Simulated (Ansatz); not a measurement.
For LiTaO3 (model structure, P4mm, No. 99, 5 atoms in the cell), LDA (plane waves, PAW; Ansatz, a first-principles code) gives:

| Item | Value |
|---|---|
| lattice parameter a | 3.894 Å |
| c axis length | 3.962 Å |
| bulk modulus B0 | 172 GPa |
| cohesive energy | 7.49 eV/atom |
| band gap | 2.13 eV |

Question: What does PBEsol in Ansatz (plane waves, PAW) give for the same quantities?

Answer: 
- lattice constant a: 3.920 Å (rises by 0.7 %)
- lattice parameter c: 4.003 Å (goes up by 1.0 %)
- bulk modulus: 155 GPa (falls by 9.9 %)
- cohesive energy: 6.84 eV/atom (drops by 0.65 eV/atom)
- band gap: 2.21 eV (grows by 0.08 eV)

Changes are worked out from the printed values.

Unless a cell is named, each level is at its own relaxed cell (LDA 12.01, PBEsol 12.30 Å³/atom).

Levels without +SOC leave out spin–orbit coupling, which shifts energies and cells of such heavy elements.

Spin–orbit coupling is included only where a level's name says +SOC; with heavier elements it mostly lowers gaps and can invert bands. Density-functional gaps are differences of (generalised) Kohn–Sham levels.

Caveats: the bulk modulus is −V dP/dV from two relaxed cells at ±2 % in volume (LDA, PBEsol). Ansatz's density-functional and Hartree–Fock values are scalar-relativistic unless marked +SOC, with PAW data made under PBE.

A model structure was made by putting elements into a prototype or built by hand; it is no filed structure, need not be a known phase, and can be a saddle point held by its symmetry.
